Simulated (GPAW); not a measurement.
GPAW run on Au (Fm-3m, 1 atom in the cell): self-consistent single point.

Computed with PBE, GPAW PAW datasets PBE (gpaw-data 1.0.1) (plane waves; GPAW).

The change in words: lattice scaled by 0.98. Reference geometry:
```
CELL_PARAMETERS angstrom
      0.00000     2.11693     2.11693
      2.11693     0.00000     2.11693
      2.11693     2.11693     0.00000
ATOMIC_POSITIONS crystal
  Au 0.00000 0.00000 0.00000
```

Reference input (self-consistent single point, DFT PBE, plane waves, GPAW PAW datasets PBE (gpaw-data 1.0.1)): mode = pw; ecut = 600 eV; xc = PBE; kpts = 13 13 13; mesh shift (steps) = 0 0 0; occupations.name = methfessel-paxton; occupations.width = 0.136 eV; occupations.order = 0; nbands = -7; convergence.forces = 0.001 eV/Å; symmetry.symmorphic = false; symmetry.tolerance = 0.0005. This run's input differs from it in these lines:

```diff
@@ -5,5 +5,5 @@
 atoms = Atoms(['Au'],
-              cell=[[0.000000, 2.116930, 2.116930],
-                    [2.116930, 0.000000, 2.116930],
-                    [2.116930, 2.116930, 0.000000]],
+              cell=[[0.000000, 2.074591, 2.074591],
+                    [2.074591, 0.000000, 2.074591],
+                    [2.074591, 2.074591, 0.000000]],
               scaled_positions=[[0.000000, 0.000000, 0.000000]],
```

Log, with long lists cut:

```
     iter     time        total  log10-change:
                         energy   eigst   dens  force
iter:   1 --:--:--    -3.441928
iter:   2 --:--:--    -3.386638   -2.31  -1.32
iter:   3 --:--:--    -3.180994   -1.90  -1.35
iter:   4 --:--:--    -3.167390   -3.81  -2.01
iter:   5 --:--:--    -3.161147   -3.20  -2.06
iter:   6 --:--:--    -3.161168   -4.67  -3.36
iter:   7 --:--:--    -3.161185c  -5.61  -3.33
iter:   8 --:--:--    -3.161126c  -6.00  -3.30
iter:   9 --:--:--    -3.161123c  -7.19  -4.02c
iter:  10 --:--:--    -3.161123c  -8.95c -4.94c
iter:  11 --:--:--    -3.161123c  -8.89c -4.94c -23.00c
Converged after 11 iterations.

Dipole moment: (-0.000000, -0.000000, -0.000000) |e|*Ang

Energy contributions relative to reference atoms: (reference = -516598.271109)

Kinetic:         -8.788331
Potential:       +7.096608
External:        +0.000000
XC:              -1.608510
Entropy (-ST):   -0.002752
Local:           +0.140486
SIC:             +0.000000
--------------------------
Free energy:     -3.162499
Extrapolated:    -3.161123

Showing only first 2 kpts
 Kpt  Band  Eigenvalues  Occupancy
  0     3      4.71779    2.00000
  0     4      6.10739    2.00000
  0     5      6.10739    2.00000
  0     6     24.88384    0.00000

  1     3      4.83349    2.00000
  1     4      5.97200    2.00000
  1     5      6.16409    2.00000
  1     6     25.13294    0.00000

Fermi level: 9.29008

No gap
No difference between direct/indirect transitions
Energy (eV): -3.161123

Forces in eV/Ang:
  0 Au    0.00000    0.00000    0.00000

Stress tensor:
    -0.015553    -0.000000    -0.000000
    -0.000000    -0.015553     0.000000
    -0.000000     0.000000    -0.015553
Stress (GPa, Voigt): [-2.4918 -2.4918 -2.4918  0.     -0.     -0.    ]
```

The run converged in 11 iterations. GPAW prints stress with tension positive. Against the reference run the free energy falls by 10.9 meV/atom and the pressure goes from -5.14 to 2.49 GPa.

The starting cell comes from a database of computed structures (which also holds hypothetical and non-ambient phases and stackings), without a prior relaxation at this level. Its lattice was rescaled by a random factor within 2.5 % of one. For this run, on top of that: lattice scaled by 0.98.
